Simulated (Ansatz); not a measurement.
Consider KTaO$_{3}$ in the cubic perovskite structure (space group Pm-3m, No. 221; a = 4.024 Å).

Perturbation: a hydrostatic pressure of 60 GPa.

Levels (all Ansatz, a first-principles code, PAW): PBE (420 eV, scalar-relativistic without spin-orbit coupling); r2SCAN (500 eV, no spin-orbit coupling); HSE06 (420 eV, no spin-orbit coupling); PBE+SOC (420 eV, noncollinear with spin-orbit coupling).

One geometry, relaxed with PBE, under each level:

Notes on the quantities. electron mass: degenerate bands, along [100]; hole mass: degenerate bands, along [100].

```json
[
 {"level": "PBE", "band gap": "2.58 eV", "lowest conduction level above the VBM at special points": "Γ 2.58 eV; X 2.84 eV; M 6.37 eV; R 8.26 eV", "electron mass": "–", "hole mass": "–", "pressure": "60.00 GPa"},
 {"level": "r2SCAN", "band gap": "3.05 eV", "lowest conduction level above the VBM at special points": "Γ 3.05 eV; X 3.30 eV; M 6.84 eV; R 8.76 eV", "electron mass": "–", "hole mass": "–", "pressure": "54.80 GPa"},
 {"level": "HSE06", "band gap": "4.02 eV", "lowest conduction level above the VBM at special points": "Γ 4.02 eV; X 4.30 eV; M 8.10 eV", "electron mass": "–", "hole mass": "–", "pressure": "–"},
 {"level": "PBE+SOC", "band gap": "2.46 eV", "lowest conduction level above the VBM at special points": "Γ 2.46 eV; X 2.84 eV; M 6.24 eV; R 8.10 eV", "electron mass": "0.23, 0.64 mₑ (at Γ)", "hole mass": "0.90, 2.4 mₑ (at R)", "pressure": "59.64 GPa"}
]
```

Single points use the geometry relaxed with PBE. Their cutoffs differ, which shifts pressures a little. The hybrid gap comes from the SCF mesh plus the semilocal run's edge points and a few special points and is an upper bound. Differences between runs with and without spin-orbit coupling are approximate. Spin-orbit coupling, missing from the scalar runs, can matter with Ta. Load acts through the strain it causes; cell and atoms are relaxed under it. Masses are band curvatures over ±0.01 Å⁻¹ around the edge. Stability against distortions was not tested. Competing high-pressure phases were not computed.
